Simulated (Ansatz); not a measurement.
**ZnS, response to strain**

Base system: ZnS in the wurtzite structure (space group P6_3mc, No. 186; a = 3.7383 Å, c = 6.1429 Å).

Strains are applied to the cell and any free atomic positions relax.

Calculations: plane-wave PAW DFT at the LDA level (Ansatz, a quantum-chemistry and plane-wave program, 420 eV), without spin-orbit coupling.

Notes on the quantities. energy relative to the base: free energy F; pressure: mean of the normal stresses, compression positive.

```json
[
 {"case": "base", "band gap": "2.19 eV", "electron mass": "0.15 mₑ along c, 0.18 mₑ across (at Γ)", "energy relative to the base": "0 meV/atom", "pressure": "0.00 GPa"},
 {"case": "isotropic strain −3.00 %", "band gap": "2.62 eV", "electron mass": "0.17 mₑ along c, 0.20 mₑ across (at Γ)", "energy relative to the base": "+45 meV/atom", "pressure": "9.63 GPa"},
 {"case": "isotropic strain −2.40 %", "band gap": "2.54 eV", "electron mass": "0.17 mₑ along c, 0.20 mₑ across (at Γ)", "energy relative to the base": "+28 meV/atom", "pressure": "7.37 GPa"},
 {"case": "isotropic strain −1.80 %", "band gap": "2.45 eV", "electron mass": "0.16 mₑ along c, 0.19 mₑ across (at Γ)", "energy relative to the base": "+15 meV/atom", "pressure": "(withheld)"},
 {"case": "isotropic strain −1.20 %", "band gap": "2.36 eV", "electron mass": "0.16 mₑ along c, 0.19 mₑ across (at Γ)", "energy relative to the base": "(withheld)", "pressure": "3.38 GPa"},
 {"case": "isotropic strain −0.60 %", "band gap": "2.28 eV", "electron mass": "0.16 mₑ along c, 0.18 mₑ across (at Γ)", "energy relative to the base": "+1.6 meV/atom", "pressure": "1.62 GPa"}
]
```

Question: What belongs in the blanks?

Answer: 
- isotropic strain −1.80 %, pressure: 5.29 GPa
- isotropic strain −1.20 %, energy relative to the base: +6.7 meV/atom

Effective masses come from finite differences of ±0.01 Å⁻¹. No phonon test of stability was made.
